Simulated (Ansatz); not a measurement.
**Effect of Pb on a Cs site (antisite), symmetric start on CsPbCl3**

Start from a 10-atom supercell of CsPbCl3 in the cubic perovskite structure (space group Pm-3m, No. 221; a = 5.6188 Å) at its relaxed geometry.

Now apply this change: a neutral Pb on a Cs site (antisite), symmetric start, atoms relaxed at fixed cell.

Computed with Kohn–Sham DFT with the PBEsol functional, run in Ansatz (an electronic-structure program) with PAW and 420 eV plane waves, spin-orbit coupling left out, earlier PAW set. Γ-centred 4×4×4 mesh, Fermi–Dirac width 0.01 eV.

The pressure goes from zero to -0.7 GPa and the energy gained by relaxation amounts to 0.00 eV. The largest displacement of a host atom from its site in the perfect cell is 0.00 Å.

Final structure:

```
CELL_PARAMETERS angstrom
      5.61876    -5.61876     0.00000
      0.00000     5.61876    -5.61876
      0.00000     5.61876     5.61876
ATOMIC_POSITIONS crystal
  Pb 0.00000 0.00000 0.00000
  Cs 0.00000 0.50000 0.50000
  Pb 0.50000 0.25000 0.75000
  Pb 0.50000 0.75000 0.25000
  Cl 0.00000 0.00000 0.50000
  Cl 0.00000 0.50000 0.00000
  Cl 0.50000 0.50000 0.50000
  Cl 0.50000 0.00000 0.00000
  Cl 0.50000 0.00000 0.50000
  Cl 0.50000 0.50000 0.00000
```

Other magnetic orders, which the real material may have, were not ruled out. In so small a cell the defect repeats every few ångströms: this is an ordered compound, not a dilute defect. The mesh was chosen for an insulator and is coarse for the gapless case. The defect started on the symmetric site and kept its symmetry, so it may sit on a saddle. Many cubic perovskites are stable only at high temperature; tilts and polar distortions were not tested. The defect cell is spin-polarised and ends with 1.0 μB. This is not the structure that CsPbCl3 has at room temperature and ambient pressure.
